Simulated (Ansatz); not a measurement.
TmFe2 (Fd-3m, No. 227; cell taken from a computed entry)

Level of theory: r²SCAN in Ansatz (PAW).

Run with plane-wave cutoff 500 eV, 14×14×14 k mesh, Fermi–Dirac smearing 0.1 eV, spin-polarised start, scalar-relativistic PAW data made under PBE.

Cell: relaxed at this level.

```
Item                    Result
---------------  -------------
volume per atom  16.24 Å³/atom
```

Note: the magnetic order was assumed, not searched for or taken from measurement; the relaxation could not lower the start's symmetry, so the cell can be a saddle point above a distorted one; the 4f shell is treated without U or exact exchange, so its levels and filling can be wrong.

Spin–orbit coupling is not included.

Ansatz is a program for electronic structure.
